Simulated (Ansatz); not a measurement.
# 3C silicon carbide (1 1 1) on wurtzite GaN (0 0 1) (film strained to the substrate, started from cuts of the bulks and a machine-learned relaxation; metallic at this level, with no gap by band count; slabs Ga6N6 and C5Si5, which can lie off the formulas)

A periodic stack without vacuum, 3C silicon carbide (1 1 1) on wurtzite GaN (0 0 1) (film strained to the substrate, started from cuts of the bulks and a machine-learned relaxation; metallic at this level, with no gap by band count; slabs Ga6N6 and C5Si5, which can lie off the formulas): substrate slab Ga6N6, film C5Si5, surface cells [[0, -1], [1, 0]] and [[0, -1], [1, -1]], film strained by +3.9 and +3.9 %, outermost planes N/Ga and Si/C as cut, which need not be the usual terminations and can put a slab off its formula.

The start was prepared with a machine-learned potential, and the result is one local minimum, with the in-plane cell held and forces under 0.04 eV/Å; the film can end far from its bulk form.

These are PBE (plane waves to 420 eV, PAW; Ansatz, a quantum-chemistry and plane-wave program) values and carry that method's errors. No spin–orbit coupling; the runs are not spin-polarised; PBE gaps are too small against experiment. Its k-point mesh 8×8×1, Fermi–Dirac width 0.05 eV.

The interface area is 9.0 Å². The period is 28.65 Å. The heights between the nearest atoms of the two slabs at the two interfaces is 2.46 and 1.57 Å. The C–N contacts across the interfaces within 1.22 times the sum of covalent radii is 1, mean 1.57 Å and the Ga–Si contacts across the interfaces within 1.22 times the sum of covalent radii is 1, mean 2.46 Å. The two interfaces is unlike, so that offsets are their mean.

```xyz
22
Lattice="3.2182 -0.0004 -0.0451 1.6093 2.7873 -0.0462 -1.1945 -0.6945 28.6752" Properties=species:S:1:pos:R:3 pbc="T T T"
Ga     3.3940     1.3828     1.4760
Ga     1.8231     0.4753     4.1419
N      3.4221     1.3985     3.4056
N      1.7746     0.4478     0.7900
Ga     3.4703     1.4258     6.7431
Ga     1.8994     0.5182     9.4051
N      3.4986     1.4415     8.6740
N      1.8512     0.4909     6.0718
Ga     3.5470     1.4685    12.0063
Ga     1.9768     0.5609    14.6932
N      3.5756     1.4839    13.9380
N      1.9279     0.5337    11.3369
C      0.4134     1.5151    17.8128
C      2.0586     2.4649    20.2901
C      2.0946     0.6273    22.8170
C      0.5214     1.5775    25.3414
C      2.1670     2.5275    27.8487
Si     2.0134     0.5804    17.1560
Si     0.4404     1.5305    19.6844
Si     2.0856     2.4803    22.1620
Si     2.1214     0.6428    24.6883
Si     0.5483     1.5930    27.2134
```
